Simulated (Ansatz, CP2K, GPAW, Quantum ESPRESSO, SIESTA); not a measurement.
# One structure in several programs: SiTe₂ (P1, 3 atoms in the cell)

Self-consistent single point, at a second geometry (atoms moved at random). First geometry:

```xyz
3
Lattice="3.7921 0.0000 0.0000 -1.8961 3.2841 0.0000 0.0000 0.0000 7.0635" Properties=species:S:1:pos:R:3 pbc="T T T"
Si     0.0000     0.0000     0.0000
Te     0.0000     2.1894     5.4630
Te     1.8961     1.0947     1.6005
```

Second geometry:
```
SiTe2
1.0
    3.79211     0.00000     0.00000
   -1.89605     3.28406     0.00000
    0.00000     0.00000     7.06352
Si Te
1 2
Direct
  0.00284   0.99689   0.99335
  0.32486   0.66249   0.77781
  0.67230   0.34062   0.22884
```

Shared settings, as Ansatz (an electronic-structure program) writes them: kpoints.mp_grid.grid = 8 8 4; scf.occupations.method = gaussian; scf.occupations.width = 0.272 eV. Potentials and cutoffs stand in the table.

```tsv
code	model	ΔF from the first geometry (meV/atom)	pressure (GPa)	largest force (eV/Å)	cutoff
Ansatz	PBEsol, PAW files made with PBE	9.5	-0.83	0.646	default
GPAW	PBEsol, GPAW PAW datasets PBEsol (made by gpaw-setup)	9.5	-0.99	0.653	550 eV
SIESTA	GGA PBEsol, numerical atomic orbitals DZP, PseudoDojo PBEsol standard norm-conserving potentials (rewritten from UPF to PSML)	12.5	-0.59	0.947	grid 400 Ry
CP2K	PBEsol, GPW, DZVP-MOLOPT-SR-GTH basis, GTH-PBE potentials (GTH_POTENTIALS)	11.9	1.00	0.913	grid 400 Ry
Quantum ESPRESSO	PBEsol, GBRV 1.5 ultrasoft (PBESOL) pseudopotentials	9.9	-0.66	0.659	40 Ry
```

Size of the force on each atom (eV/Å): Sizes of forces hide their directions.

| code | Si1 | Te2 | Te3 |
|---|---|---|---|
| Ansatz | 0.646 | 0.576 | 0.104 |
| GPAW | 0.653 | 0.564 | 0.120 |
| SIESTA | 0.746 | 0.947 | 0.221 |
| CP2K | 0.706 | 0.913 | 0.225 |
| Quantum ESPRESSO | 0.659 | 0.614 | 0.089 |

No clean gap comes from Ansatz, GPAW, SIESTA, CP2K and Quantum ESPRESSO: levels at the Fermi energy touch, overlap or are partly filled at this smearing.

On Ansatz's run: spin-orbit coupling is off.

The spread over the programs that give each value: ΔF from the first geometry within 3.0 meV/atom; pressure within 1.99 GPa; largest force within 0.301 eV/Å.

SIESTA and CP2K use small atom-centred bases, whose incompleteness enters pressures, forces and empty levels differently from a plane-wave cutoff. Ansatz's pressure is given at a fixed set of plane waves, as the other plane-wave codes print theirs. In the pressure, CP2K (by 1.83) lies more than 1 GPa from the median of the plane-wave programs. In the force vectors, SIESTA (by 0.375) and CP2K (by 0.341) lie more than 0.08 eV/Å from the median of the plane-wave programs.

The starting cell comes from a database of computed structures (which also holds hypothetical and non-ambient phases and stackings), without a prior relaxation at this level. Its lattice was rescaled by a random factor within 2.5 % of one. For this run, on top of that: atoms moved at random.

Keys are those of Ansatz 0.2.
